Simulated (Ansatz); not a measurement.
## Response to strain in BN

Base system: BN in the wurtzite structure (space group P6_3mc, No. 186; a = 2.523 Å, c = 4.175 Å). Axes: x lies along a and z along c of the hexagonal cell.

Strains are applied to the cell and any free atomic positions relax; under biaxial strain the out-of-plane vector relaxes too.

Level of theory: LDA (Ansatz, a program for electronic structure), no SOC.

Notes on the quantities. in-plane stress: mean in-plane stress (compression positive).

```csv
case,volume per atom,width of the top valence band,in-plane stress
base,5.76 Å³,5.56 eV,–
"biaxial strain −3.00 %, plane normal [001], relaxed out of plane",5.43 Å³,5.85 eV,?
"biaxial strain −2.40 %, plane normal [001], relaxed out of plane",5.50 Å³,5.79 eV,?
"biaxial strain −1.80 %, plane normal [001], relaxed out of plane",5.56 Å³,5.73 eV,+22.0 GPa
"biaxial strain −1.20 %, plane normal [001], relaxed out of plane",5.63 Å³,5.67 eV,+14.3 GPa
"biaxial strain −0.60 %, plane normal [001], relaxed out of plane",5.69 Å³,5.61 eV,+6.9 GPa
```

Task: Complete the table.

Result: 
- biaxial strain −3.00 %, plane normal [001], relaxed out of plane, in-plane stress: +38.7 GPa
- biaxial strain −2.40 %, plane normal [001], relaxed out of plane, in-plane stress: +30.1 GPa

The levels and masses belong to the bands next to the band gap. Stability against distortions was not tested.
